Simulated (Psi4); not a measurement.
Psi4 1.11, PBE0/cc-pvtz: C=C[SiH2][SiH2][SiH3], 15 atoms. The geometry is a generated start, not checked to be a minimum at this level.

```yaml
task: energy
method: pbe0
basis: cc-pvtz
scf_type: df (default)
guess: auto, which took SAD (default)
diis_max_vecs: 10 (default)
scf_initial_accelerator: adiis (default)
e_convergence: 1e-06 (default)
d_convergence: 1e-06 (default)
dft_radial_points: 75 (default)
dft_spherical_points: 302 (default)
basis_functions: 302
grid_points: 320591
```

On 4 threads. Build: conda-forge: OpenMP (LLVM), MKL, Libint2. Each setting ran once; only counts and results are compared.

Values of memory tried: 8 GB, 4 GB, 2 GB, 1 GB, 0.5 GB, 0.3 GB.

Task: What happens as the memory setting falls?

Result: It runs down to 0.3 GB, the lowest tried, with the same result. At 8 GB: SCF: fitted integrals in core. From 0.5 GB down: SCF: fitted integrals on disk.

| memory | path | peak memory |
|---|---|---|
| 8 GB | SCF: fitted integrals in core | 2.8 GiB |
| 4 GB | SCF: fitted integrals in core | 2.8 GiB |
| 2 GB | SCF: fitted integrals in core | 1.6 GiB |
| 1 GB | SCF: fitted integrals in core | 1.2 GiB |
| 0.5 GB | SCF: fitted integrals on disk | 0.88 GiB |
| 0.3 GB | SCF: fitted integrals on disk | 0.75 GiB |

Peak memory is the kernel's count for the largest process, libraries included and scratch files not. The peak passes the setting at 1 GB, 0.5 GB, 0.3 GB: it is no hard cap.
